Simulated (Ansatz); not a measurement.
**Sr3Sn2O7 (Cmcm, No. 63, 24 atoms in the cell; start mp-17743)**

Calculation: LDA in Ansatz (plane waves, PAW).

Settings: plane-wave cutoff 520 eV, 6×6×6 k mesh, Fermi–Dirac smearing 0.01 eV, scalar-relativistic PAW data made under PBE.

Cell (relaxed with PBEsol):

Sn2Sr3O7 is modelled in the orthorhombic space group Cmcm (No. 63), Pearson symbol oS48. Cell: a = 20.4090 Å, b = 5.8105 Å, c = 5.7147 Å, α = β = γ = 90.00°. Sr1 on 4c is coordinated by 12 O at 2.498–3.312 Å. Sr2 on 8g sees 4 O at 2.391–2.578 Å and 4 O at 2.879–2.916 Å and 1 O at 3.340 Å. Sn on 8g is coordinated by 6 O at 2.048–2.071 Å (octahedral). O1 on 8e is surrounded by 2 Sn at 2.071 Å and 2 Sr at 2.623 Å and 2 Sr at 2.916 Å. O2 on 8e is surrounded by 2 Sn at 2.052 Å and 2 Sr at 2.578 Å and 2 Sr at 3.097 Å. O3 on 8g is coordinated by 1 Sn at 2.048 Å and 2 Sr at 2.391–2.487 Å and 2 Sr at 2.879 Å and 1 Sr at 3.340 Å. O4 on 4c is surrounded by 2 Sn at 2.064 Å and 1 Sr at 2.498 Å and 2 Sr at 2.897 Å and 1 Sr at 3.312 Å. (Neighbours: up to the widest gap in distance over summed covalent radii, below 1.35, at either atom; cation-cation and far metal-metal contacts left out.)
(The calculation used a cell of 24 atoms; values per cell refer to that cell.)

For Sr3Sn2O7 (Cmcm, No. 63, 24 atoms in the cell; start mp-17743), the band gap comes out as 2.40 eV and the smallest direct gap on the k points sampled is 2.50 eV.

Note: cell and atoms aren't relaxed at this level (largest force component 0.13 eV/Å, pressure -4.3 GPa).

Spin–orbit coupling is not included.

Static lattice: no zero-point or thermal effects.

Computing time: very roughly 7 core-minutes.

A start named mp-… is a Materials Project structure, which need not be a measured phase.

Ansatz is a quantum-chemistry and plane-wave program.
